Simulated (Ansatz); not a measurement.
Bond-angle distributions (per cent of the angles at each element, bins of 10°) of a relaxed model of amorphous W₂₄Si₂₄ at 11.67 g/cm³. Computed with PBE, scalar-relativistic without spin-orbit coupling (plane waves to 420 eV, PAW; Ansatz, an electronic-structure program).

The cell was made by melting and quenching with the CHGNet potential and then relaxed with DFT. The hot cell started wider than the set density and was brought back towards it in steps. It is the lowest in DFT energy of 2 quenches. It is a model cell: composition and starting density were chosen by hand, and all elements were melted together. No dispersion term was used. Its density started from a set value of 11.46 and ended at 11.67 g/cm³. Cooling (nominally 240 K/ps over its main leg) ran many orders faster than in experiment, which tends to leave more defects and strain. One small periodic cell is one sample of the glass; other quenches scatter about these values. Volume and shape were free in the relaxation. On a 2×2×2 Γ-centred mesh force components of up to 0.47 eV/Å stay, since the relaxation ran on one k-point at (1/4, 1/4, 1/4).

Cut-offs for bonds: W-W 3.64 Å, W-Si 3.34 Å, Si-Si 2.64 Å.

```csv
angle (°),at W,at Si
50-60,21,8
60-70,10,23
70-80,4,11
80-90,5,3
90-100,10,4
100-110,14,8
110-120,9,13
120-130,5,11
130-140,5,8
140-150,7,4
150-160,5,2
160-170,2,3
170-180,1,1
```

They go with these counts of neighbours within the cut-offs, cation contacts included: W mean 12.9, most often 12; Si mean 7.5, most often 7.
